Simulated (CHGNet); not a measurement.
# Antifluorite Be₂C

Computed with the machine-learned potential CHGNet 0.3.0 (trained on PBE and PBE+U data).

Cell (relaxed at this level):

```yaml
crystal:
  lattice:
    - [0.00000, 2.16581, 2.16581]
    - [2.16581, 0.00000, 2.16581]
    - [2.16581, 2.16581, 0.00000]
  atoms:
    - { symbol: Be, position: [0.25000, 0.25000, 0.25000] }
    - { symbol: Be, position: [0.75000, 0.75000, 0.75000] }
    - { symbol: C, position: [0.00000, 0.00000, 0.00000] }
```

```json
{
 "lattice_parameter_a": "4.332 Å",
 "equilibrium_volume_per_atom": "6.77 Å³/atom"
}
```

Measured, for comparison: lattice constant a 4.34 ± 0.002 Å, equilibrium volume per atom 6.81 Å³/atom (temperature not stated, not corrected to a static lattice; as tabulated in Freccero, Grin, Wagner, Dalton Trans. (2023), ESI). Computed (rounded) less measured: lattice constant a -0.2 %, equilibrium volume per atom -0.6 %. A static lattice is as a rule a little smaller and stiffer than an uncorrected measurement, which narrows the difference in the equilibrium volume per atom and would widen misses of the other sign.

A machine-learned potential is trained on density-functional data: it inherits that level's misses and adds fitting errors of its own.
